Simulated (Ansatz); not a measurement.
## What x(Ag) = 0.75, 8 atoms, Amm2 does to InAs

Start from InAs in the zinc blende structure (space group F-43m, No. 216; a = 6.087 Å).

The other end (x = 1) is AgAs in the zinc blende structure (space group F-43m, No. 216; a hypothetical phase, not in the database extracts checked): 23.91 Å³/atom, gap zero; this end may not be an ambient phase.

One thing is altered: Ag replaces 75.0 % of the In, ordered in a cell of 8 atoms (starting symmetry Amm2) and fully relaxed.

Level of theory: PBEsol in Ansatz (plane waves to 420 eV, PAW, no spin-orbit coupling). k-mesh 12×7×7 (Γ-centred); smearing 0.05 eV (Fermi–Dirac), for the changed cell.

```json
[
 {"quantity": "volume per atom", "base": "28.19 Å³", "changed": "24.89 Å³", "shift": "-3.30 Å³"},
 {"quantity": "density", "base": "5.59 g/cm³", "changed": "6.15 g/cm³", "shift": "+0.567 g/cm³"},
 {"quantity": "band gap", "base": "zero", "changed": "zero", "shift": "–"},
 {"quantity": "mixing energy (to 0.01 eV only: unlike meshes or grids) (against an end that may be hypothetical)", "base": "–", "changed": "+0.03 eV/atom", "shift": "–"},
 {"quantity": "mean first-shell distances", "base": "–", "changed": "In–As 2.615 Å (end compound 2.636 Å), Ag–As 2.508 Å (end compound 2.495 Å)", "shift": "–"}
]
```

Each cell is one ordered arrangement of few atoms, which overstates ordering effects compared with a random alloy. Stability against distortions was not tested. All final runs are without spin polarisation. The zero or small gap of InAs can change with the level of theory.

Ansatz is a program for electronic structure.
